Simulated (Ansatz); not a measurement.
## TaS2 (model structure, started from the rutile type, P4₂/mnm, No. 136, 6 atoms in the cell): equilibrium volume per atom by level of theory

No measured value is used here.

```json
[
 {"level (code)": "PBE (Ansatz)", "value (Å³/atom)": "20.36"},
 {"level (code)": "PBEsol (Ansatz)", "value (Å³/atom)": "19.65"},
 {"level (code)": "PBE-D3(BJ) (Ansatz)", "value (Å³/atom)": "19.79"}
]
```

Density-functional levels without +SOC have no spin–orbit coupling. Ansatz's density-functional and Hartree–Fock values are scalar-relativistic unless marked +SOC, with PAW data made under PBE.

A model structure was made by putting elements into a prototype or built by hand; it is no filed structure, need not be a known phase, and can be a saddle point held by its symmetry.

Ansatz is an electronic-structure program.
